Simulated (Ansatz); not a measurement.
Ansatz (a quantum-chemistry and plane-wave program), DFT, PBE, plane waves, its default PAW files: W(110) slab of 4 layers, 2x2, atoms displaced (W16), unrelaxed, 16 atoms. Basis and mesh were picked for this test and aren't claimed converged.

* **cell**: 6.33, 5.48, 16.71 Å; 90, 90, 54.7°
* **distance to the nearest atom**: 2.61 to 2.71 Å
* **task**: single point
* **k mesh**: 6×6×1
* **hamiltonian.xc**: pbe
* **kind of files**: paw
* **scf.occupations.method**: fermi_dirac
* **scf.occupations.width**: 0.2 eV
* **scf.initial_density.chi_scale**: 0.1
* **output.forces**: true
* **binding of workers (--pin)**: off
* **k-point pools (--kpoint-pools)**: 1
* **memory maximum (--max-ram)**: 8GiB
* **accuracy**: medium (default)
* **basis.precision**: auto (default)
* **basis.xc_grid**: 2 (default)
* **scf.eigensolver.kind**: auto (default)
* **scf.convergence.dr2_threshold**: 1e-07 (default)
* **scf.lower_state_search**: light (default)
* **k-points after symmetry**: 20
* **bands at the start**: 142
* **electrons**: 224
* **plane waves at Γ**: 9263
* **cutoff (eV)**: 420
* **FFT grid**: 45×40×120
* **symmetry operations**: 1

Settings of this run: scf.mixing.algorithm = broyden, scf.mixing.preconditioner = kerker; 4 threads.

```
iteration  dr2 (eV)     Hψ
---------  --------  -----
1            5.20e1  12287
2            1.74e1   4554
3            5.00e0   5320
4            1.99e0   3469
5           8.54e-1   3349
6           4.79e-1   3245
7           3.32e-1   3440
8           2.51e-1   2882
9           1.59e-1   3546
10          1.05e-1   3464
11          7.79e-2   4252
12          1.55e-2   4187
13          3.85e-3   3986
14          1.40e-3   4373
15          2.60e-4   4672
16          5.57e-5   4644
17          2.00e-5   5743
18          1.74e-6   4696
19          1.20e-6   5623
20          5.56e-7   3710
21          2.87e-7   4664
22          1.54e-7   5006
23          9.88e-8   7224
```

It converged after 23 SCF iterations.

Which change of one setting makes this cycle converge in far fewer steps?

Several could match; the one computed here: scf.mixing.preconditioner = auto (default) (11 SCF iterations), all else kept. The other changes of this size gave: scf.mixing.preconditioner = none (23); scf.mixing.algorithm = auto (default) (24). In that run the program took: scf.mixing.preconditioner LDOS, scf.eigensolver.kind band_cg, --slots 4. The change moves the result by: energy under 0.001 meV/atom, forces (largest component) 0.082 meV/Å. Counts are of single runs.

Keys are those of Ansatz 0.2.
